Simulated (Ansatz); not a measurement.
The (10-10) face of wurtzite AlN can be cut between different planes. Symmetric, stoichiometric slabs relaxed in the 1x1 cell (15.7 Å²): top plane Al + N, 0.90 Å over the next in the ideal cut; top plane Al + N, 1.81 Å over the next in the ideal cut.

Computed with PBE (plane waves to 420 eV, PAW; Ansatz, a program for electronic structure).

### Question
Rank these by surface energy (lowest first), as PBE gives it.

### Answer
the cut with an outer spacing of 0.90 Å (2.13 J/m²), the cut with an outer spacing of 1.81 Å (5.29 J/m²)
